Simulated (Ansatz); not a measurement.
SnO₂ (Pa-3, No. 205, 12 atoms in the cell; start mp-697; a measured phase of this formula has another space group), treated with HSE06 in Ansatz (plane waves, PAW).

The input as run:

Ansatz 0.2 input:
```yaml
crystal:
  lattice:
    - [5.1122726228, 0.0, 0.0]
    - [0.0, 5.1122726228, 0.0]
    - [0.0, 0.0, 5.1122726228]
  atoms:
    - { symbol: Sn, position: [0.0, 0.5, 0.5] }
    - { symbol: Sn, position: [0.5, 0.5, 0.0] }
    - { symbol: Sn, position: [0.5, 0.0, 0.5] }
    - { symbol: Sn, position: [0.0, 0.0, 0.0] }
    - { symbol: O, position: [0.3393113129, 0.1606886871, 0.8393113129] }
    - { symbol: O, position: [0.6606886871, 0.8393113129, 0.1606886871] }
    - { symbol: O, position: [0.1606886871, 0.8393113129, 0.3393113129] }
    - { symbol: O, position: [0.8393113129, 0.1606886871, 0.6606886871] }
    - { symbol: O, position: [0.8393113129, 0.3393113129, 0.1606886871] }
    - { symbol: O, position: [0.1606886871, 0.6606886871, 0.8393113129] }
    - { symbol: O, position: [0.6606886871, 0.6606886871, 0.6606886871] }
    - { symbol: O, position: [0.3393113129, 0.3393113129, 0.3393113129] }
basis:
  ecutwfc: 460
  ecutrho_ratio: 4
  xc_grid: 2
kpoints:
  mp_grid: { grid: [4, 4, 4] }
  band_path: { path: [[0, 0, 0], [0.1, 0.5, 0]], npoints: 1 }
hamiltonian:
  xc: hse06
  dispersion: none
  pseudopotentials: { kind: paw }
scf:
  occupations: { method: fermi_dirac, width: 0.01 }
  convergence: { dr2_threshold: 0.0000000012 }
output:
  forces: true
  stress: true
  eigenvalues: true
  write_bands: true
```

Excerpt of the program's output:

```
WARN output.stress: scf.exx.energy_threshold = 1e-6 eV is looser than the 1.2e-7 eV advised for a stress under a hybrid functional (1e-8 eV for each atom of …
Crystal: 12 atoms, lattice volume = 133.611 Å³
Basis set: ecut = 460 eV, 2945 PW (Γ), exchange–correlation on 72×72×72 points (8 copies of the dense FFT grid, shifted against one another)
Bands: 64, of which v1, the nominal top of the filled ones, is band 52 counted from 1 (51 counted from 0)
Symmetry: 24 space group operations
Space group: Pa-3 (ITA 205), of the structure as read, at distance tolerance 5.1e-5 Å
k-points: 11 of 64
SCF iter   1: F=—  HF=-28634.688155 eV  |F-HF|=—  |Δ(HF+E_count)|=         —  Δρ=1.71e-3  dr2=2.15e-3
SCF iter   2: F=—  HF=-28634.692976 eV  |F-HF|=—  |Δ(HF+E_count)|=   4.82e-3  Δρ=7.59e-4  dr2=2.22e-4
  ...
Crystal: 12 atoms, lattice volume = 133.611 Å³
Initial density: handed on by an earlier stage of this run
Crystal: 12 atoms, lattice volume = 133.611 Å³
SCF iter   4: F=—  HF=-28649.723064 eV  |F-HF|=—  |Δ(HF+E_count)|=   4.11e-7  Δρ=4.76e-6  dr2=1.62e-8
SCF iter   5: F=-28649.723064 eV  HF=-28649.723064 eV  |F-HF|=0.00e0  |Δ(HF+E_count)|=   3.55e-9  Δρ=2.87e-7  dr2=4.53e-10
SCF 3 converged in 5 iterations: F = -28649.723064 eV  dr2 = 4.53e-10
Free energy (F): -28649.723063 eV
Internal energy: -28649.723063 eV  (E = F + TS)
E sigma→0 (E₀):  -28649.723063 eV
Fermi energy:    10.633298 eV
--- Forces (eV/Å), atoms counted from 1 ---
  atom   1  Sn     0.00000000    -0.00000000    -0.00000000
  atom   2  Sn     0.00000000    -0.00000000     0.00000000
  atom   3  Sn     0.00000000    -0.00000000     0.00000000
  atom   4  Sn     0.00000000    -0.00000000     0.00000000
  atom   5  O     -0.00539805     0.00539805    -0.00539805
  atom   6  O      0.00539805    -0.00539805     0.00539805
  atom   7  O      0.00539805    -0.00539805    -0.00539805
  atom   8  O     -0.00539805     0.00539805     0.00539805
  atom   9  O     -0.00539805    -0.00539805     0.00539805
  atom  10  O      0.00539805     0.00539805    -0.00539805
  atom  11  O      0.00539805     0.00539805     0.00539805
  atom  12  O     -0.00539805    -0.00539805    -0.00539805
--- Stress (GPa, compression-positive) ---
       -3.521011      -0.000000       0.000000
       -0.000000      -3.521011       0.000000
        0.000000       0.000000      -3.521011
  P = ⅓ Tr σ = -3.5210 GPa (-35.210 kbar)
```

The PAW data were made under PBE.

Note: cell and atoms aren't relaxed at this level (pressure -3.5 GPa).

A start named mp-… is a Materials Project structure, which need not be a measured phase.

Ansatz is a first-principles code.
